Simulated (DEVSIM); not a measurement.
System: Si p+/n-/n+ power diode, at 250 K.

| layer (left to right) | material | thickness (μm) | Nd (cm⁻³) | Na (cm⁻³) | τn (s) | τp (s) |
|---|---|---|---|---|---|---|
| 1 | Si | 2.10 | - | 1.8e17 | 1.3e-5 | 1.3e-5 |
| 2 | Si | 14.0 | 1.6e15 | - | 1.3e-5 | 1.3e-5 |
| 3 | Si | 1.20 | 1.4e18 | - | 1.3e-5 | 1.3e-5 |

Left contact: ohmic. Right contact: ohmic. Voltage is applied to the left contact. Recombination: SRH at mid-gap. Mobility is μmin + (μ − μmin)/(1 + (N/Nref)^α).

This is a model device: material constants are rounded textbook-type values typed into the input, and sizes, dopings and lifetimes were drawn at random. Values at 300 K; Nc and Nv go as T^1.5, mobilities as T to minus their exponent, the gap by Varshni's rule with the affinity fixed.

```csv
parameter,Si
gap (eV),1.124
affinity (eV),4.05
permittivity,11.7
Nc (cm⁻³),2.86e19
Nv (cm⁻³),3.1e19
μn (cm²/Vs),1417
μp (cm²/Vs),470
"μn,min",52
"μp,min",45
"Nref,n",9.7e16
"Nref,p",2.2e17
αn,0.68
αp,0.72
T exponent of μn,2.3
T exponent of μp,2.2
Varshni α (eV/K),0.000473
Varshni β (K),636
```

Simulated with DEVSIM: 1D drift-diffusion, Boltzmann statistics, complete ionisation; no tunnelling, impact ionisation, image-force lowering or self-heating.

Q: Tabulate band edges, carrier densities and field at zero bias.

A: Energies count from the Fermi level of the right contact; mesh points crowd at the junctions.

```json
[
 {"x (μm)": "0.000", "Ec (eV)": "1.031", "Ev (eV)": "-0.105", "n (cm⁻³)": "< 1e2", "p (cm⁻³)": "1.8e17", "field (V/cm)": "≈ 0"},
 {"x (μm)": "0.05049", "Ec (eV)": "1.031", "Ev (eV)": "-0.105", "n (cm⁻³)": "< 1e2", "p (cm⁻³)": "1.8e17", "field (V/cm)": "≈ 0"},
 {"x (μm)": "0.1957", "Ec (eV)": "1.031", "Ev (eV)": "-0.105", "n (cm⁻³)": "< 1e2", "p (cm⁻³)": "1.8e17", "field (V/cm)": "≈ 0"},
 {"x (μm)": "0.6481", "Ec (eV)": "1.031", "Ev (eV)": "-0.105", "n (cm⁻³)": "< 1e2", "p (cm⁻³)": "1.8e17", "field (V/cm)": "≈ 0"},
 {"x (μm)": "1.728", "Ec (eV)": "1.031", "Ev (eV)": "-0.105", "n (cm⁻³)": "< 1e2", "p (cm⁻³)": "1.8e17", "field (V/cm)": "≈ 0"},
 {"x (μm)": "1.989", "Ec (eV)": "1.031", "Ev (eV)": "-0.105", "n (cm⁻³)": "< 1e2", "p (cm⁻³)": "1.8e17", "field (V/cm)": "≈ 0"},
 {"x (μm)": "2.080", "Ec (eV)": "1.027", "Ev (eV)": "-0.109", "n (cm⁻³)": "< 1e2", "p (cm⁻³)": "1.5e17", "field (V/cm)": "-4200"},
 {"x (μm)": "2.135", "Ec (eV)": "0.928", "Ev (eV)": "-0.208", "n (cm⁻³)": "< 1e2", "p (cm⁻³)": "1.5e15", "field (V/cm)": "-19000"},
 {"x (μm)": "2.260", "Ec (eV)": "0.714", "Ev (eV)": "-0.422", "n (cm⁻³)": "87000", "p (cm⁻³)": "7.4e10", "field (V/cm)": "-16000"},
 {"x (μm)": "2.628", "Ec (eV)": "0.310", "Ev (eV)": "-0.826", "n (cm⁻³)": "1.2e13", "p (cm⁻³)": "520", "field (V/cm)": "-6400"},
 {"x (μm)": "3.801", "Ec (eV)": "0.205", "Ev (eV)": "-0.931", "n (cm⁻³)": "1.6e15", "p (cm⁻³)": "< 1e2", "field (V/cm)": "≈ 0"},
 {"x (μm)": "9.649", "Ec (eV)": "0.205", "Ev (eV)": "-0.931", "n (cm⁻³)": "1.6e15", "p (cm⁻³)": "< 1e2", "field (V/cm)": "≈ 0"},
 {"x (μm)": "13.96", "Ec (eV)": "0.205", "Ev (eV)": "-0.931", "n (cm⁻³)": "1.6e15", "p (cm⁻³)": "< 1e2", "field (V/cm)": "≈ 0"},
 {"x (μm)": "15.43", "Ec (eV)": "0.205", "Ev (eV)": "-0.931", "n (cm⁻³)": "1.6e15", "p (cm⁻³)": "< 1e2", "field (V/cm)": "≈ 0"},
 {"x (μm)": "15.97", "Ec (eV)": "0.191", "Ev (eV)": "-0.945", "n (cm⁻³)": "3.1e15", "p (cm⁻³)": "< 1e2", "field (V/cm)": "-1700"},
 {"x (μm)": "16.07", "Ec (eV)": "0.142", "Ev (eV)": "-0.994", "n (cm⁻³)": "3.0e16", "p (cm⁻³)": "< 1e2", "field (V/cm)": "-12000"},
 {"x (μm)": "16.11", "Ec (eV)": "0.060", "Ev (eV)": "-1.076", "n (cm⁻³)": "1.3e18", "p (cm⁻³)": "< 1e2", "field (V/cm)": "-2600"},
 {"x (μm)": "16.18", "Ec (eV)": "0.059", "Ev (eV)": "-1.077", "n (cm⁻³)": "1.4e18", "p (cm⁻³)": "< 1e2", "field (V/cm)": "≈ 0"},
 {"x (μm)": "16.53", "Ec (eV)": "0.059", "Ev (eV)": "-1.077", "n (cm⁻³)": "1.4e18", "p (cm⁻³)": "< 1e2", "field (V/cm)": "≈ 0"},
 {"x (μm)": "17.02", "Ec (eV)": "0.059", "Ev (eV)": "-1.077", "n (cm⁻³)": "1.4e18", "p (cm⁻³)": "< 1e2", "field (V/cm)": "≈ 0"},
 {"x (μm)": "17.22", "Ec (eV)": "0.059", "Ev (eV)": "-1.077", "n (cm⁻³)": "1.4e18", "p (cm⁻³)": "< 1e2", "field (V/cm)": "≈ 0"},
 {"x (μm)": "17.30", "Ec (eV)": "0.059", "Ev (eV)": "-1.077", "n (cm⁻³)": "1.4e18", "p (cm⁻³)": "< 1e2", "field (V/cm)": "≈ 0"}
]
```
